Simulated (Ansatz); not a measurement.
Ansatz (a quantum-chemistry and plane-wave program) run on Fe₂B (P4/mmm, 3 atoms in the cell): self-consistent single point.

Method: PBEsol, default PAW files made with PBE (plane waves; Ansatz).

```yaml
crystal:
  lattice:
    - [3.53649, 0.00000, 0.00000]
    - [0.00000, 3.53649, 0.00000]
    - [0.00000, 0.00000, 2.53702]
  atoms:
    - { symbol: Fe, position: [0.00000, 0.50000, 0.00000] }
    - { symbol: Fe, position: [0.50000, 0.00000, 0.00000] }
    - { symbol: B, position: [0.50000, 0.50000, 0.50000] }
```

Reference input (self-consistent single point, DFT, PBEsol, plane waves, default PAW files made with PBE): kpoints.mp_grid.grid = 12 12 17; hamiltonian.xc = pbesol; hamiltonian.pseudopotentials = {kind: paw} (the program's default PAW files); magnetization.spin_polarized = true; scf.occupations.method = methfessel_paxton; scf.occupations.width = 0.1 eV. This run's input differs from it in these lines:

Ansatz 0.2 input:
```diff
@@ -7,4 +7,4 @@
   atoms:
-    - { symbol: Fe, position: [0.000000, 0.500000, 0.000000], spin: 4.0 }
-    - { symbol: Fe, position: [0.500000, 0.000000, 0.000000], spin: 4.0 }
+    - { symbol: Fe, position: [0.000000, 0.500000, 0.000000] }
+    - { symbol: Fe, position: [0.500000, 0.000000, 0.000000] }
     - { symbol: B, position: [0.500000, 0.500000, 0.500000] }
@@ -15,4 +15,2 @@
   pseudopotentials: { kind: paw }
-magnetization:
-  spin_polarized: true
 scf:
```

Output (repeated stretches shortened):

```
SCF iter   1: F=—  HF=-9049.283367 eV  |F-HF|=—  |Δ(HF+E_count)|=         —  Δρ=2.03e-2  dr2=8.09e-2  ethr=1.77e-3  ⟨swp⟩=4.1  Hψ=19990  notcnv=0
all-band conjugate gradients solve this SCF's bands
preconditioner: auto → Kerker (q_TF=auto, 2.773 Å⁻¹)
SCF iter   2: F=—  HF=-9049.269553 eV  |F-HF|=—  |Δ(HF+E_count)|=   1.38e-2  S|Δr|=    0.00e0  Δρ=5.07e-3  dr2=5.78e-3  ethr=2.31e-4  ⟨swp⟩=2.8  Hψ=10351  notcnv=0  defer=23
   [... lines left out ...]
SCF iter   6: F=—  HF=-9049.268227 eV  |F-HF|=—  |Δ(HF+E_count)|=   2.09e-5  S|Δr|=    0.00e0  Δρ=8.71e-5  dr2=2.77e-6  ethr=1.09e-7  ⟨swp⟩=2.0  Hψ=6510  notcnv=0  defer=23
SCF iter   7: F=—  HF=-9049.268227 eV  |F-HF|=—  |Δ(HF+E_count)|=   3.66e-7  S|Δr|=    0.00e0  Δρ=5.83e-5  dr2=4.93e-7  ethr=7.90e-9  ⟨swp⟩=2.3  Hψ=6876  notcnv=0  defer=23
SCF iter   8: F=-9049.268227 eV  HF=-9049.268227 eV  |F-HF|=3.51e-8  |Δ(HF+E_count)|=   1.10e-7  S|Δr|=    0.00e0  Δρ=1.62e-5  dr2=5.22e-8  ethr=2.86e-10  ⟨swp⟩=4.8  Hψ=20987  notcnv=0
SCF 1 converged in 8 iterations: F = -9049.268227 eV  dr2 = 5.22e-8
Stability not checked (fill_not_monotonic)
Free energy (F): -9049.268227 eV
Internal energy: -9049.268028 eV  (E = F + TS)
E sigma→0 (E₀):  -9049.268177 eV
Entropy (-TS):   -0.000199 eV (-0.066 meV/atom)
Fermi energy:    14.864066 eV
--- Forces (eV/Å), atoms counted from 1 ---
  atom   1  Fe    -0.00000000     0.00000000     0.00000000
   [... zero for the other atoms too ...]
--- Stress (GPa, compression-positive) ---
      -26.250259      -0.000000      -0.000000
       -0.000000     -26.250259      -0.000000
       -0.000000      -0.000000     -29.987026
  P = ⅓ Tr σ = -27.4958 GPa (-274.958 kbar)
  The stress holds the Pulay correction. Without it, at fixed plane waves, as pw.x and ABINIT print it: P = -27.6065 GPa
```

The run converged in 8 iterations. Against the reference run the free energy goes up by 273 meV/atom, the pressure goes from -15.10 to -27.50 GPa and the net moment of 1.39 μB/atom is absent without spin.

The starting cell comes from a database of computed structures (which also holds hypothetical and non-ambient phases and stackings), without a prior relaxation at this level. Its lattice was rescaled by a random factor within 2.5 % of one. Spin polarisation is off. With a pressure of about -27 GPa the cell is away from its equilibrium volume at this level. Ansatz's pressure includes its estimate of the finite-basis (Pulay) stress.
